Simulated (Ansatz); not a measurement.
# Relaxation of the atoms of TaAs (I4_1md, 4 atoms in the cell) at several settings

```
TaAs
1.0
   -1.70460     1.70460     5.80926
    1.70460    -1.70460     5.80926
    1.70460     1.70460    -5.80926
Ta As
2 2
Direct
  0.49997   0.99997   0.50000
  0.74997   0.74997   0.00000
  0.08263   0.58263   0.50000
  0.33263   0.33263   0.00000
```

Base: PBEsol, default PAW files made with PBE in Ansatz (a first-principles code). Its settings: basis.ecutwfc = 420 eV; kpoints.mp_grid.grid = 7 7 7; hamiltonian.xc = pbesol; hamiltonian.pseudopotentials = {kind: paw} (the program's default PAW files); scf.occupations.method = methfessel_paxton; scf.occupations.width = 0.2 eV. Starting volume 16.88 Å³ per atom.

Each line gives the change from the base single point and the result:

- relax: default → atoms: pressure 1.89 GPa; relaxation steps 3; free energy against the base single point 0.0 meV/atom.
- atoms moved at random; scf.convergence.dr2_threshold: default (1e-07 eV) → 0.001 eV; relax: default → atoms; relax.f_tol: default → 0.03 eV/Å: pressure 1.89 GPa; largest force (vector length) 0.023 eV/Å; relaxation steps 3; free energy against the base single point 0.0 meV/atom.
- atoms moved at random; relax: default → atoms; relax.f_tol: default → 0.1 eV/Å: pressure 1.89 GPa; largest force (vector length) 0.012 eV/Å; relaxation steps 4; free energy against the base single point 0.0 meV/atom.

The starting cell comes from a database of computed structures (which also holds hypothetical and non-ambient phases and stackings), without a prior relaxation at this level. Its lattice was rescaled by a random factor within 2.5 % of one. Spin polarisation is off. Ansatz's pressure includes its estimate of the finite-basis (Pulay) stress.

Keys are those of Ansatz 0.2.
